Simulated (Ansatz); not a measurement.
## zinc-blende BN: the defect Be on the B site + O on the N site

Method: PBE, PAW (plane waves to 420 eV; Ansatz, a quantum-chemistry and plane-wave program). A 2×2×2 supercell of 64 sites was used; the energies come from a 2×2×2 shifted sampling of its zone. Sites at the start: the B site; N 1.57 Å away. Finite-size correction: monopole term and site-potential alignment. Dielectric constants: PBE linear response of the host. Host gap at this level: 4.46 eV. A cell of this size leaves errors of a few tenths of an eV. Levels are measured in PBE's own, too narrow, gap. Spin–orbit coupling is left out. Each state is the lowest found from its start.

The name describes the start; the neighbours show where the atoms ended.

Charges from +1 to 0 were run; one beyond them could lie lower near a band edge.

| charge | moment (μB) | largest move off a lattice site (Å) | neighbours of the last O atom of the defect at the end (Å) | image correction with alignment (eV) |
|---|---|---|---|---|
| +1* | fractional | 0.09 | B 1.60, B 1.60, B 1.61, Be 1.68 | – |
| 0 | not spin-polarised | 0.09 | B 1.60, B 1.60, B 1.60, Be 1.70 | 0.00 |

* At this level the carrier isn't localised at the defect: at charge +1 holes occupy the valence band. Such a state is shallow or no state of the defect, and this cell gives it no level.

Starting moments that weren't kept: charge +1 began with 1 μB and ended with 0.4.

All states together cost roughly 22 core-minutes.
